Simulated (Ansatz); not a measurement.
An Ansatz (an electronic-structure program) input (PBEsol, PAW, 420 eV (Ansatz; no spin-orbit coupling)):

Ansatz 0.2 input:
```yaml
crystal:
  lattice:
    - [4.382779049, 0, 0]
    - [0, 2.723077074, 0]
    - [0, 0, 4.7756793137]
  atoms:
    - { symbol: Mo, position: [0.75, 0, 0.1715591985] }
    - { symbol: Mo, position: [0.25, 0, 0.8284408015] }
    - { symbol: Rh, position: [0.75, 0.5, 0.6738451357] }
    - { symbol: Rh, position: [0.25, 0.5, 0.3261548643] }
basis: { ecutwfc: 420, ecutrho_ratio: 4, xc_grid: 2, fft_grid_basis: typed }
kpoints: { mp_grid: { grid: [11, 17, 10] } }
hamiltonian:
  xc: pbesol
  dispersion: none
  pseudopotentials: { kind: paw }
scf: { occupations: { method: fermi_dirac, width: 0.05 }, convergence: { dr2_threshold: 0.0000000004 } }
output: { forces: true, stress: true }
```

Task: Which symmetry and how many k-points will the program report, and about how many plane waves at Γ?

Result: Space group Pmma (ITA 51) with 8 operations, k-points 324 of 1870, and 1125 plane waves at Γ.

Stability against distortions was not tested. All final runs are without spin polarisation. The cell is MoRh (space group Pmma, No. 51; a cell from a computed database, its experimental status unchecked).
